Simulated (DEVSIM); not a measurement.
Structure: abrupt Si n-p junction, at 300 K.

Layer 1 from the left is Si, thickness (μm) 1.40, Nd (cm⁻³) 2e16, τn (s) 3.3e-7, τp (s) 3.3e-7. Layer 2 from the left is Si, thickness (μm) 4.70, Na (cm⁻³) 2.2e15, τn (s) 3.3e-7, τp (s) 3.3e-7.

Left contact: ohmic. Right contact: ohmic. Voltage is applied to the left contact. Recombination: SRH at mid-gap, radiative. Mobility is μmin + (μ − μmin)/(1 + (N/Nref)^α).

The device is made up for the run: typed textbook-type constants, with dimensions and the other settings drawn at random. Values at 300 K.

Si: gap (eV) 1.124, affinity (eV) 4.05, permittivity 11.7, Nc (cm⁻³) 2.86e19, Nv (cm⁻³) 3.1e19, μn (cm²/Vs) 1417, μp (cm²/Vs) 470, μn,min 52, μp,min 45, Nref,n 9.7e16, Nref,p 2.2e17, αn 0.68, αp 0.72, B (cm³/s) 4.7e-15.

### Question
Estimate by hand the built-in potential, the peak field at zero bias, the capacitance at 1.5 V, and compare with a numerical solution.

### Answer

- Built-in potential: ni = √(Nc Nv) exp(−Eg/2kT) = 1.08e10 cm⁻³ with Eg = 1.124 eV; Vbi = kT/q ln(Na Nd/ni²) = 0.689 V; numerical 0.689 V.
- Peak field at zero bias: depletion approximation: W = √(2εVbi/(qN)) = 0.671 μm with N = 1.98e15 cm⁻³; field = 2Vbi/W = 20600 V/cm; numerical 19900 V/cm (estimate above by 3.3 %).
- Capacitance at 1.5 V: C = √(qεN / 2(Vbi + |V|)) = 8.67 nF/cm²; numerical 8.77 nF/cm² (estimate below by 1.2 %).

DEVSIM, 1D drift-diffusion, Boltzmann statistics, complete ionisation; no tunnelling, impact ionisation, image-force lowering or self-heating.
